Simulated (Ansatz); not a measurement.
## MgO: strain along the normal

MgO (rock salt, Fm-3m, 9.355 Å³/atom at rest) under an equal strain ε in the (001) plane with the normal axis free, as in a coherent film. PBEsol in Ansatz, a plane-wave DFT program (PAW, default set), 420 eV, 13×13×13 Γ-centred mesh, Fermi-Dirac smearing 0.05 eV; ions are relaxed within the symmetry of each cell.

Here s stands for strain and y for normal strain.

```
strain (%)  normal strain (%)
----------  -----------------
-3.00                       ?
-1.50                    0.96
-1.00                    0.63
-0.50                    0.31
0.00                     0.00
0.50                    -0.30
1.00                    -0.60
1.50                    -0.88
```

Fit y against s with a straight line, and predict the withheld value at s = -3.00.

Means: s 0, y 0.017. About the means, the sum of products is -4.2950 and the sum of squares of s is 7.0000; the slope is their ratio. Least squares gives y = 0.017 - 0.6136·s. Residuals (row less fit): 0.023, -0.001, -0.014, -0.017, -0.010, -0.003, 0.023; standard error 0.018 (degrees of freedom: 5). The slope, -0.61 ± 0.01, is the elastic response of the normal axis, −2C12/C11 for this plane. At the withheld row, y = 0.017 - 0.6136 × (-3.0) = 1.858%. The calculation gives 2.00%, 0.142% above the prediction (4.9 % of the range of y in the table). The row lies outside the fitted rows, so this is an extrapolation. From the scatter of the fitted rows alone, a prediction at this place has a standard error of 0.028%, so the miss is 5.1 times that.

One order more, fitted to all 13 runs of the series, follows each within 0.01, so the miss is the next term of a smooth law. Rows are the converged runs of the series near zero and its far end; series whose fitted rows scatter by over a few per cent of the range, as at a crossing or softening among them, aren't shown in this form. Most that stay on the fit to the last digits aren't either.
